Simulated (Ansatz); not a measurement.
Given:

End structure of the (221) surface of fcc Al in its 1x1 cell, outermost plane spacing 0.67 Å in the ideal cut:

```
CELL_PARAMETERS angstrom
      2.85810     0.00000     0.00000
      0.00000     8.57429     0.00000
      0.00000     0.00000    26.50000
ATOMIC_POSITIONS crystal
  Al 0.50000 0.70556 0.31105
  Al 0.00000 0.43567 0.33466
  Al 0.50000 0.16561 0.35986
  Al 0.00000 0.89150 0.38166
  Al 0.50000 0.61055 0.41150
  Al 0.00000 0.33723 0.43724
  Al 0.50000 0.05701 0.46141
  Al 0.00000 0.77823 0.48553
  Al 0.50000 0.49954 0.51447
  Al 0.00000 0.22077 0.53859
  Al 0.50000 0.94055 0.56276
  Al 0.00000 0.66723 0.58850
  Al 0.50000 0.38628 0.61834
  Al 0.00000 0.11217 0.64014
  Al 0.50000 0.84211 0.66534
  Al 0.00000 0.57222 0.68895
```

Model: 16-atom slab, 10.1 Å thick at the start (thin: gaps and levels are the slab's own), 13x5x1 mesh, Fermi-Dirac 0.1 eV, dipole correction, single point; on the structure that PBE left under its start's symmetry; no spin, no spin-orbit, no U.

Q: Give the work function of the top face at the level r2SCAN, at the PBE geometry (Ansatz, a quantum-chemistry and plane-wave program).

A: 4.14 eV

Q: What surface energy (mean of both faces) does r2SCAN, at the PBE geometry give?

A: 1.06 J/m^2
